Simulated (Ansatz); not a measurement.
Consider LiNbO3 (space group R3c, No. 161).

```xyz
10
Lattice="2.5337 1.4629 4.5624 -2.5337 1.4629 4.5624 0.0000 -2.9257 4.5624" Properties=species:S:1:pos:R:3 pbc="T T T"
Li     0.0000     0.0000     3.8481
Li     0.0000     0.0000    10.6917
Nb     0.0000     0.0000    13.6533
Nb     0.0000     0.0000     6.8097
O     -0.6593    -1.4089     5.4222
O      1.5498     0.1335     5.4222
O     -0.8905     1.2754     5.4222
O     -1.6432    -0.1874     7.7034
O      0.6593     1.5168     7.7034
O      0.9839    -1.3293     7.7034
```

Cartesian axes are those of the cell as printed.

Calculations: plane-wave PAW DFT at the LDA level (Ansatz, an electronic-structure program, 420 eV), scalar-relativistic without spin-orbit coupling.

Before the change:

```
Item                              Value
-----------------------------  --------
Pressure                       0.00 GPa
Shortest interatomic distance   1.880 Å
```

Now apply this change: the cell is compressed by 1.50 % along x with no lateral relaxation; the atoms relax in the strained cell.

### Question
What happens to the pressure, largest internal atomic displacement, energy relative to the base and shortest interatomic distance?

### Answer
The pressure (mean of the normal stresses, compression positive) goes from zero to 1.92 GPa; the largest internal atomic displacement amounts to 0.020 Å; the energy rises by 1.6 meV/atom; the shortest interatomic distance decreases by 0.008 Å, from 1.880 Å to 1.872 Å.

Whether these cells are dynamically stable was not tested.
